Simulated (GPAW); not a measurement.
## Short convergence ladders for Sb (Pm-3m, 1 atom in the cell)

```yaml
crystal:
  lattice:
    - [3.07409, 0.00000, 0.00000]
    - [0.00000, 3.07409, 0.00000]
    - [0.00000, 0.00000, 3.07409]
  atoms:
    - { symbol: Sb, position: [0.00000, 0.00000, 0.00000] }
```

Base method: PBEsol, GPAW PAW datasets PBEsol (made by gpaw-setup) (plane waves; GPAW 25.7.0).

Base settings: mode = pw; ecut = 550 eV; xc = PBEsol; kpts = 9 9 9; mesh shift (steps) = 0 0 0; occupations.name = methfessel-paxton; occupations.width = 0.1 eV; occupations.order = 0; nbands = -5; symmetry.symmorphic = false.

**The width of Gaussian smearing**

In this ladder: kpts = 15 15 15.

Narrow widths need finer meshes than wide ones, so the last steps can hold mesh noise.

Only quantities that move along the ladder and can be compared are tabulated; pressure and forces are left out, as mesh noise rules them at narrow widths.

| occupations.width | free energy less the last step's (meV/atom) | energy extrapolated to zero width less the last step's (meV/atom) |
|---|---|---|
| 1 eV | -128.85 | -1.97 |
| 0.5 eV | -33.09 | -1.13 |
| 0.3 eV | -12.14 | -0.78 |
| 0.2 eV | -5.52 | -0.68 |
| 0.1 eV | -1.31 | -0.26 |
| 0.05 eV | 0.00 | 0.00 |

State of the energy extrapolated to zero width at the end of the ladder: still drifting one way, by 0.68 meV/atom over the last two steps, so the last step is no safe reference.

Widest occupations.width that holds the free energy within 5 meV/atom of the last step, with all finer ones: 0.1 eV; the step before is off by 5.5 meV/atom.

The extrapolation to zero width removes most of the smearing's effect on the energy.

**The width of cold smearing**

In this ladder: kpts = 15 15 15; occupations.name = marzari-vanderbilt; occupations.order = default.

Narrow widths need finer meshes than wide ones, so the last steps can hold mesh noise.

Only quantities that move along the ladder and can be compared are tabulated; pressure and forces are left out, as mesh noise rules them at narrow widths.

| occupations.width | free energy less the last step's (meV/atom) |
|---|---|
| 1 eV | 4.12 |
| 0.5 eV | -0.16 |
| 0.3 eV | -1.05 |
| 0.2 eV | -1.01 |
| 0.1 eV | -0.44 |
| 0.05 eV | 0.00 |

State of the free energy at the end of the ladder: still drifting one way, by 1.0 meV/atom over the last two steps, so the last step is no safe reference.

**The setting conv density**

Moved along: convergence.energy, convergence.eigenstates.

The mesh stays at the base's, so the ladder's end is converged at best in this setting alone.

Only quantities that move along the ladder and can be compared are tabulated.

| convergence.density | free energy less the last step's (meV/atom) | pressure (GPa) |
|---|---|---|
| 0.01 e/electron | -1.04 | -2.94 |
| 0.001 e/electron | -0.02 | -1.84 |
| 0.0001 e/electron | 0.00 | -1.58 |
| 1e-06 e/electron | 0.00 | -1.58 |
| 1e-07 e/electron | 0.00 | -1.58 |

Coarsest convergence.density that holds the free energy within 0.5 meV/atom of the last step, with all finer ones: 0.001 e/electron; the step before is off by 1.0 meV/atom.

Coarsest convergence.density that holds the pressure within 0.5 GPa of the last step, with all finer ones: 0.001 e/electron; the step before is off by 1.4 GPa.

On the base run: the starting cell comes from a database of computed structures (which also holds hypothetical and non-ambient phases and stackings), without a prior relaxation at this level. Its lattice was rescaled by up to half a per cent.

Left out of this page: 4 runs of the series outside the window shown, repeating another row's setting, or not comparable.
